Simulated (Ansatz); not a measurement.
SiC, pressure series

The parent structure is SiC in the zinc blende structure (space group F-43m, No. 216; a = 4.380 Å).

Cell and atoms are relaxed at each pressure.

All numbers come from PBE, PAW, 420 eV (Ansatz, a first-principles code; no spin-orbit coupling).

```csv
case,shortest interatomic distance,density,smallest direct gap,width of the top valence band
base,1.896 Å,3.17 g/cm³,4.53 eV,4.63 eV
pressure −2 GPa,1.902 Å,3.14 g/cm³,4.52 eV,4.59 eV
pressure −1 GPa,1.899 Å,3.16 g/cm³,4.53 eV,4.61 eV
pressure 0.9 GPa,1.894 Å,3.18 g/cm³,4.53 eV,4.64 eV
pressure 2.1 GPa,1.890 Å,3.20 g/cm³,4.54 eV,4.66 eV
pressure 4.5 GPa,1.884 Å,3.23 g/cm³,4.55 eV,4.70 eV
pressure 9 GPa,1.872 Å,3.30 g/cm³,4.57 eV,4.78 eV
pressure 15 GPa,1.857 Å,3.37 g/cm³,4.59 eV,4.87 eV
pressure 22.5 GPa,?,?,?,?
pressure 30 GPa,1.826 Å,3.55 g/cm³,4.64 eV,5.07 eV
```

**Question.** Complete the table.

**Answer.** 
- pressure 22.5 GPa, shortest interatomic distance: 1.841 Å
- pressure 22.5 GPa, density: 3.47 g/cm³
- pressure 22.5 GPa, smallest direct gap: 4.62 eV
- pressure 22.5 GPa, width of the top valence band: 4.98 eV

Load acts through the strain it causes; cell and atoms are relaxed under it. Stability against distortions was not tested. No other phases were tried under pressure.
